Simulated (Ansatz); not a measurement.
# Ce_Al (wurtzite AlN host)

These are PBE, PAW (plane waves to 420 eV; Ansatz, a first-principles code) values and carry that method's errors. The supercell holds 96 host sites (3×2×2 repeats of the unit cell), with a 2×2×2 shifted k-point sampling for the final energies. Site at the start: the Al site. Charged cells carry a point-charge image correction with potential alignment at far atoms. Dielectric constants: PBE linear response of the host. Host gap at this level: 4.03 eV. Finite-size and sampling errors can reach tenths of an eV here. Levels are measured in PBE's own, too narrow, gap. Spin–orbit coupling is left out, and no Hubbard U is applied to the open shells. Each state is the lowest found from its start.

Formation energies E_f are given with the Fermi level at the valence-band maximum. Chemical conditions: Al-rich (Δμ(Al) = 0.00 eV, Δμ(Ce) = -1.64 eV, bounded by CeAl3 (Cmcm); only phases computed here count, gases as isolated molecules at 0 K). Reference phases: Al: fcc Al, Ce: fcc Ce.

```
charge         moment (μB)  largest move off a lattice site (Å)  image correction with alignment (eV)  E_f, Al-rich (eV)
------  ------------------  -----------------------------------  ------------------------------------  -----------------
+2†                    1.0                                 0.43                                  1.46                  –
+1      not spin-polarised                                 0.30                                  0.54               2.40
0                      1.0                                 0.36                                  0.00               4.70
−1†                    2.0                                 0.39                                 -0.12                  –
```

† Not settled in this cell, so no level is given: charge +2: carriers not clearly localised, level within 0.1 eV of a band edge or past it; charge −1: level within 0.1 eV of a band edge or past it.

Transition levels above the valence-band maximum: ε(+1/0) = 2.31 eV. With a charge missing or unsettled, these needn't be thermodynamic levels.

Flagged in the runs: a host whose relaxation on this sampling wasn't shown to rest, a strain field that reaches the edge of the cell.
